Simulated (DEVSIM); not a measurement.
Structure: abrupt Ge n-p junction, at 350 K.

| layer (left to right) | material | thickness (μm) | Nd (cm⁻³) | Na (cm⁻³) | τn (s) | τp (s) |
|---|---|---|---|---|---|---|
| 1 | Ge | 64.0 | 1.7e18 | - | 0.00024 | 0.00024 |
| 2 | Ge | 2.10 | - | 7.3e15 | 0.00024 | 0.00024 |

Left contact: ohmic. Right contact: ohmic. Voltage is applied to the left contact. Recombination: SRH at mid-gap, radiative. Mobility is μmin + (μ − μmin)/(1 + (N/Nref)^α).

This is a model device: material constants are rounded textbook-type values typed into the input, and sizes, dopings and lifetimes were drawn at random. Values at 300 K; Nc and Nv go as T^1.5, mobilities as T to minus their exponent, the gap by Varshni's rule with the affinity fixed.

```
parameter               Ge
----------------  --------
gap (eV)             0.664
affinity (eV)            4
permittivity            16
Nc (cm⁻³)          1.04e19
Nv (cm⁻³)             6e18
μn (cm²/Vs)           3900
μp (cm²/Vs)           1900
μn,min                 150
μp,min                 100
Nref,n              2.6e17
Nref,p                4e17
αn                    0.56
αp                     0.6
T exponent of μn      1.66
T exponent of μp      2.33
B (cm³/s)          6.4e-14
Varshni α (eV/K)  0.000477
Varshni β (K)          235
```

Simulated with DEVSIM: 1D drift-diffusion, Boltzmann statistics, complete ionisation; no tunnelling, impact ionisation, image-force lowering or self-heating.

Question: Give the dark forward current.

Answer: 
(V (V), J (A/cm²)): (-0.05, -2.1); (-0.10, -13); (-0.15, -61); (-0.20, -230); (-0.25, -650); (-0.30, -1400); (-0.35, -2300)
